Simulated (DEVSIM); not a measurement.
System: Mo/La2O3/p-Si capacitor, at 300 K.

```csv
layer (left to right),material,thickness (nm),Na (cm⁻³)
1,La2O3,2.60,-
2,Si,4900,1.4e16
```

Metal gate on the left, work function 4.6 eV. Fixed charge at the semiconductor interface 8.1e11 cm⁻² (in units of +e); interface traps 2.9e11 cm⁻² eV⁻¹, uniform in energy, neutral level at 0.5 of the gap above the valence band.

The device is made up for the run: typed textbook-type constants, with dimensions and the other settings drawn at random. Values at 300 K.

```tsv
parameter	La2O3	Si
gap (eV)	5.8	1.124
affinity (eV)	1.8	4.05
permittivity	27	11.7
Nc (cm⁻³)	-	2.86e19
Nv (cm⁻³)	-	3.1e19
```

Model (solved in DEVSIM): 1D Poisson equation in equilibrium, Boltzmann statistics, complete ionisation; no quantum confinement or tunnelling. Metal contacts follow the ideal Schottky-Mott rule: no Fermi-level pinning, no interface dipoles.

The gate work function was swept, all else fixed.

```csv
gate work function (eV),threshold voltage (band bending 2φF) (V),flat-band voltage (V)
4.3,0.05,-0.69
4.45,0.20,-0.54
4.6,0.35,-0.39
4.75,0.50,-0.24
4.9,0.65,-0.09
```

From the first row to the last the threshold voltage (band bending 2φF) goes from 0.05 to 0.65. From the first row to the last the flat-band voltage goes from -0.69 to -0.09.
